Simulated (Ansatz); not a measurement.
Base system: KTaO$_{3}$ in the cubic perovskite structure (space group Pm-3m, No. 221; a = 3.985 Å).

Computed with Ansatz (a first-principles code), PBEsol, PAW, cutoff 420 eV, scalar-relativistic without spin-orbit coupling.

Base values:

- Smallest direct gap: 2.75 eV
- Band gap: 2.14 eV
- Density: 7.03 g/cm³
- Shortest interatomic distance: 1.993 Å

Modification: a negative pressure, −2 GPa.

Task: Estimate the effect on the smallest direct gap.

Result: The smallest direct gap shrinks by 0.02 eV (2.75 eV → 2.73 eV).

Task: Predict the new band gap.

Result: The band gap falls by 0.022 eV to 2.11 eV.

Task: What does the calculation give for the density after the change?

Result: The density falls by 0.07 g/cm³ to 6.96 g/cm³.

Task: Predict the new shortest interatomic distance.

Result: The shortest interatomic distance goes up by 0.0067 Å to 1.999 Å.

With Ta present, leaving out spin-orbit coupling can change the band edges. Load acts through the strain it causes; cell and atoms are relaxed under it. No phonon test of stability was made.
